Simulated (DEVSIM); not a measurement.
Device: abrupt Si p-n junction, at 400 K.

Layer 1 from the left is Si, thickness (μm) 13.0, Na (cm⁻³) 1.7e16, τn (s) 7.5e-5, τp (s) 7.5e-5. Layer 2 from the left is Si, thickness (μm) 5.40, Nd (cm⁻³) 8.8e16, τn (s) 7.5e-5, τp (s) 7.5e-5.

Left contact: ohmic. Right contact: ohmic. Voltage is applied to the left contact. Recombination: SRH at mid-gap, Auger. Gap narrowing is on: ΔEg = 6.92 meV × (l + √(l² + 0.5)), l = ln(N/1.3e17 cm⁻³), shared equally by both band edges. Mobility is constant in doping.

This is a model device: material constants are rounded textbook-type values typed into the input, and sizes, dopings and lifetimes were drawn at random. Values at 300 K; Nc and Nv go as T^1.5, mobilities as T to minus their exponent, the gap by Varshni's rule with the affinity fixed.

Si: gap (eV) 1.124, affinity (eV) 4.05, permittivity 11.7, Nc (cm⁻³) 2.86e19, Nv (cm⁻³) 3.1e19, μn (cm²/Vs) 1417, μp (cm²/Vs) 470, T exponent of μn 2.3, T exponent of μp 2.2, Cn (cm⁶/s) 2.8e-31, Cp (cm⁶/s) 9.9e-32, Varshni α (eV/K) 0.000473, Varshni β (K) 636.

Simulated with DEVSIM: 1D drift-diffusion, Boltzmann statistics, complete ionisation; no tunnelling, impact ionisation, image-force lowering or self-heating.

Problem. What does the simulation give for the largest field in the device at zero bias, the dark forward voltage at 1 A/cm², the dark forward voltage at 100 A/cm², the potential step across the device at zero bias?

Solution. largest field in the device at zero bias 49000 V/cm; dark forward voltage at 1 A/cm² 0.409 V; dark forward voltage at 100 A/cm² 0.599 V; potential step across the device at zero bias 0.607 V.
